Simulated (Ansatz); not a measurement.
The starting structures come from a database of crystals and need not be the phases stable at ambient conditions.

 Where the default PAW files enter, the runs use the earlier of Ansatz's two default sets.

Here is the system:

```xyz
8
Lattice="4.1299 0.0000 0.0000 0.0000 9.1065 0.0000 0.0000 0.0000 4.1299" Properties=species:S:1:pos:R:3 pbc="T T T"
Ba     2.0650     1.6401     0.0000
Ba     0.0000     7.4664     2.0650
Cu     2.0650     4.5532     2.0650
Cu     0.0000     4.5532     0.0000
S      2.0650     5.8599     0.0000
S      0.0000     3.2465     2.0650
F      2.0650     0.0000     2.0650
F      0.0000     0.0000     0.0000
```

Space group of this cell: P4/nmm. The cell is taken as given; by r2SCAN its mean pressure is -1.6 GPa.

Transport runs along the normal of the first two printed cell vectors, the (100) plane of the conventional cell.

No gap correction and no spin-orbit coupling; mid-gap values are interpolated between computed energies.

### Question
State the band gap and the smallest decay constant κ at mid-gap according to r2SCAN (Ansatz, a first-principles code).

### Answer
Gap 1.86 eV on a 8×4×8 mesh; κ = 0.208 1/Å, at the zone centre.
